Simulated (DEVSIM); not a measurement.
Device: Si n-p junction from an implanted or diffused profile, at 300 K.

| layer (left to right) | material | thickness (μm) | Na (cm⁻³) | τn (s) | τp (s) |
|---|---|---|---|---|---|
| 1 | Si | 6.90 | 2.9e14 | 2.4e-6 | 2.4e-6 |

Added donor profile: 8.1e18 cm⁻³ × exp(−(x − 0 μm)²/(2·(0.16 μm)²)). Left contact: ohmic. Right contact: ohmic. Voltage is applied to the left contact. Recombination: SRH at mid-gap, radiative. Mobility is μmin + (μ − μmin)/(1 + (N/Nref)^α).

This is a model device: material constants are rounded textbook-type values typed into the input, and sizes, dopings and lifetimes were drawn at random. Values at 300 K.

```csv
parameter,Si
gap (eV),1.124
affinity (eV),4.05
permittivity,11.7
Nc (cm⁻³),2.86e19
Nv (cm⁻³),3.1e19
μn (cm²/Vs),1417
μp (cm²/Vs),470
"μn,min",52
"μp,min",45
"Nref,n",9.7e16
"Nref,p",2.2e17
αn,0.68
αp,0.72
B (cm³/s),4.7e-15
```

Simulated with DEVSIM: 1D drift-diffusion, Boltzmann statistics, complete ionisation; no tunnelling, impact ionisation, image-force lowering or self-heating.

The doping Na of layer 1 was swept, all else fixed.

```tsv
doping Na of layer 1 (cm^-3)	potential step across the device at zero bias (V)	dark forward voltage at 1 A/cm² (V)	dark forward voltage at 100 A/cm² (V)
8.7e12	0.701	0.444	0.679
2.9e13	0.733	0.460	0.679
8.7e13	0.761	0.479	0.681
2.9e14	0.792	0.505	0.685
8.7e14	0.820	[?]	[?]
2.9e15	0.852	0.563	0.706
8.7e15	0.880	0.594	0.727
```

### Question
Some entries are withheld; supply them.

### Answer

- 8.7e14, dark forward voltage at 1 A/cm² (V): 0.532
- 8.7e14, dark forward voltage at 100 A/cm² (V): 0.692
